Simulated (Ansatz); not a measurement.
BaTiO$_{3}$ in the cubic perovskite structure (space group Pm-3m, No. 221)

```cif
data_BaO3Ti
_chemical_formula_sum 'Ba1 Ti1 O3'
_space_group_name_H-M_alt 'P 1'
_space_group_IT_number 1
_cell_length_a 3.99403
_cell_length_b 3.99403
_cell_length_c 3.99403
_cell_angle_alpha 90.000
_cell_angle_beta 90.000
_cell_angle_gamma 90.000
loop_
_space_group_symop_operation_xyz
  'x, y, z'
loop_
_atom_site_label
_atom_site_type_symbol
_atom_site_fract_x
_atom_site_fract_y
_atom_site_fract_z
_atom_site_occupancy
Ba1 Ba 0.00000 0.00000 0.00000 1
Ti1 Ti 0.50000 0.50000 0.50000 1
O1 O 0.00000 0.50000 0.50000 1
O2 O 0.50000 0.50000 0.00000 1
O3 O 0.50000 0.00000 0.50000 1
```

Level of theory: Ansatz (a program for electronic structure) r2SCAN, scalar-relativistic without spin-orbit coupling. Γ-centred 8×8×8 mesh, Fermi–Dirac width 0.05 eV.

- Volume per atom = 12.74 Å³
- Density = 6.08 g/cm³
- Band gap = 2.17 eV, indirect, R → Γ
- Lowest conduction-band minima above the VBM = Γ 2.17 eV
- Total energy = -2036.759 eV/atom (σ→0; compares only within this code and set-up)

Stability against distortions was not tested. The final runs are not spin-polarised. Many cubic perovskites are stable only at high temperature; tilts and polar distortions were not tested. This is not the structure that BaTiO3 has at room temperature and ambient pressure.
